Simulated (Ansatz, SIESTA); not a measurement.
**Code comparison for BaP4Pd2 (I4/mmm, 7 atoms in the cell)**

Relaxation of cell and atoms.

```yaml
crystal:
  lattice:
    - [-3.42191, 3.42191, 2.98690]
    - [3.42191, -3.42191, 2.98690]
    - [3.42191, 3.42191, -2.98690]
  atoms:
    - { symbol: Ba, position: [0.00000, 0.00000, 0.00000] }
    - { symbol: P, position: [0.27381, 0.50000, 0.77381] }
    - { symbol: P, position: [0.72619, 0.50000, 0.22619] }
    - { symbol: P, position: [0.50000, 0.72619, 0.22619] }
    - { symbol: P, position: [0.50000, 0.27381, 0.77381] }
    - { symbol: Pd, position: [0.75000, 0.25000, 0.50000] }
    - { symbol: Pd, position: [0.25000, 0.75000, 0.50000] }
```

Shared settings, as Ansatz (a first-principles code) writes them: kpoints.mp_grid.grid = 6 6 6; scf.occupations.method = fermi_dirac; scf.occupations.width = 0.136 eV. Potentials and cutoffs stand in the table.

```
code                                                                                                                       model  final volume (Å³/atom)       cutoff
------  ------------------------------------------------------------------------------------------------------------------------  ----------------------  -----------
Ansatz                                                                               LDA (PW92), default PAW files made with PBE                   19.00      default
SIESTA  LDA PW92, numerical atomic orbitals DZP, PseudoDojo LDA standard norm-conserving potentials (rewritten from UPF to PSML)                   19.64  grid 400 Ry
```

On Ansatz's run: spin polarisation is off.

The spread over the programs that give each value: final volume within 0.64 Å³/atom.

SIESTA uses small atom-centred bases, whose incompleteness enters pressures, forces and empty levels differently from a plane-wave cutoff. The programs treat the finite-basis stress differently while the cell relaxes: Ansatz adds an estimate of it.

The starting cell comes from a database of computed structures (which also holds hypothetical and non-ambient phases and stackings), without a prior relaxation at this level.

Keys are those of Ansatz 0.2.
